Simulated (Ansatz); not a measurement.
## Zr, response to strain

Take Zr in the hcp (Mg type) structure (space group P6_3/mmc, No. 194; a = 3.182 Å, c = 5.124 Å; relaxed with 0.1 eV smearing) as the base. Axes: x lies along a and z along c of the hexagonal cell.

Strains are applied to the cell and any free atomic positions relax; under stress the whole cell relaxes.

Levels (all Ansatz, a first-principles code, PAW): PBEsol (420 eV, spin-orbit coupling left out); r2SCAN (500 eV, scalar-relativistic without spin-orbit coupling).

Pressures by level, all at the geometries relaxed with PBEsol:

| case | PBEsol | r2SCAN |
|---|---|---|
| base | 0.0 GPa | 4.6 GPa |
| isotropic strain +2.23 % | -5.9 GPa | -1.9 GPa |
| uniaxial strain ε_xx = +2.66 % | -2.4 GPa | 1.8 GPa |
| strain tensor (xx, yy, zz, yz, xz, xy) = (−0.66, −0.60, +1.56, +0.30, −0.27, −0.96) % | -0.4 GPa | 4.1 GPa |
| tensor shear ε_xz = +0.14 % | 0.0 GPa | 4.6 GPa |
| uniaxial stress, 2 GPa compression along x | 0.7 GPa | 5.3 GPa |

Single points use the geometry relaxed with PBEsol. Their cutoffs differ, which shifts pressures a little. Beyond what the load breaks, stability against distortions was not tested. The final runs are not spin-polarised.
